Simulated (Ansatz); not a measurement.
# Hypothetical Pm-3m TaN, pressure series

Start from TaN (space group Pm-3m, No. 221; a = 4.213 Å; a hypothetical phase, not in the database extracts checked).

Cell and atoms are relaxed at each pressure.

Level of theory: PBEsol/PAW in Ansatz (a quantum-chemistry and plane-wave program), without spin-orbit coupling.

Notes on the quantities. enthalpy: H = E + PV relative to the base's energy.

```json
[
 {"change": "base", "enthalpy": "–", "lattice parameter a": "4.213 Å"},
 {"change": "pressure −2 GPa", "enthalpy": "-0.16 eV/atom", "lattice parameter a": "4.223 Å"},
 {"change": "pressure −1 GPa", "enthalpy": "-0.08 eV/atom", "lattice parameter a": "4.218 Å"},
 {"change": "pressure 0.3 GPa", "enthalpy": "+0.02 eV/atom", "lattice parameter a": "4.212 Å"},
 {"change": "pressure 0.7 GPa", "enthalpy": "+0.05 eV/atom", "lattice parameter a": "4.210 Å"},
 {"change": "pressure 1.5 GPa", "enthalpy": "+0.12 eV/atom", "lattice parameter a": "4.206 Å"},
 {"change": "pressure 3 GPa", "enthalpy": "+0.23 eV/atom", "lattice parameter a": "4.199 Å"},
 {"change": "pressure 5 GPa", "enthalpy": "+0.39 eV/atom", "lattice parameter a": "4.190 Å"},
 {"change": "pressure 7.5 GPa", "enthalpy": "+0.58 eV/atom", "lattice parameter a": "4.179 Å"},
 {"change": "pressure 10 GPa", "enthalpy": "+0.77 eV/atom", "lattice parameter a": "4.169 Å"}
]
```

Load acts through the strain it causes; cell and atoms are relaxed under it. No phonon test of stability was made. Competing high-pressure phases were not computed. The final runs are not spin-polarised.
